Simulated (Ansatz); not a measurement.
Base system: AlN in the wurtzite structure (space group P6_3mc, No. 186; a = 3.089 Å, c = 4.943 Å). Axes: x lies along a and z along c of the hexagonal cell.

The values are results of LDA in Ansatz (plane waves to 420 eV, PAW, scalar-relativistic without spin-orbit coupling), not measurements.

Modification: uniaxial strain ε_zz = +3.00 %, all other strain components held at zero; the atoms relax in the strained cell.

### Question
Predict the stress tensor and what it implies for the stiffness.

### Answer
Stress of the strained cell less that of the base (GPa, compression positive):
```
  -2.86    0.00    0.00
   0.00   -2.86    0.00
   0.00    0.00  -11.04
```

Then −Δσ_ii/ε with ε = 0.0300 gives secant stiffness values (nonlinear terms included at this strain): C33 ≈ 368 GPa, C13 ≈ 95 GPa and C23 ≈ 95 GPa.

As a check, the harmonic strain energy −½ V₀ Δσ:ε is 11 meV/atom; the computed energy rise is 11 meV/atom.

Whether these cells are dynamically stable was not tested.

Ansatz is an electronic-structure program.
